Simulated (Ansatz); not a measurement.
**WO3 (P6/mmm, No. 191, 12 atoms in the cell; start mp-545665; a measured phase of this formula has another space group)**

All values below come from HSE06 in Ansatz (plane waves, PAW).

Settings: plane-wave cutoff 460 eV, 6×6×6 k mesh, Fermi–Dirac smearing 0.01 eV, no spin polarisation, scalar-relativistic PAW data made under PBE.

Cell (relaxed with PBEsol):

```cif
data_O9W3
_chemical_formula_sum 'W3 O9'
_space_group_name_H-M_alt 'P 1'
_space_group_IT_number 1
_cell_length_a 7.38978
_cell_length_b 7.38978
_cell_length_c 3.79984
_cell_angle_alpha 90.000
_cell_angle_beta 90.000
_cell_angle_gamma 120.000
loop_
_space_group_symop_operation_xyz
  'x, y, z'
loop_
_atom_site_label
_atom_site_type_symbol
_atom_site_fract_x
_atom_site_fract_y
_atom_site_fract_z
_atom_site_occupancy
W1 W 0.50000 0.50000 0.00000 1
W2 W 0.00000 0.50000 0.00000 1
W3 W 0.50000 0.00000 0.00000 1
O1 O 0.21455 0.42911 0.00000 1
O2 O 0.78545 0.57089 0.00000 1
O3 O 0.78545 0.21455 0.00000 1
O4 O 0.21455 0.78545 0.00000 1
O5 O 0.57089 0.78545 0.00000 1
O6 O 0.42911 0.21455 0.00000 1
O7 O 0.00000 0.50000 0.50000 1
O8 O 0.50000 0.00000 0.50000 1
O9 O 0.50000 0.50000 0.50000 1
```

```
Item                                                               Value
-------------------------------------------  ---------------------------
band gap                                     1.76 eV (on the SCF k mesh)
smallest direct gap on the k points sampled                      2.53 eV
direct gap at Γ                                                  2.83 eV
```

Note: cell and atoms aren't relaxed at this level (pressure -3.0 GPa).

Spin–orbit coupling is not included.

The computed numbers hold no vibrational or temperature effects.

A start named mp-… is a Materials Project structure, which need not be a measured phase.

Ansatz is a quantum-chemistry and plane-wave program.
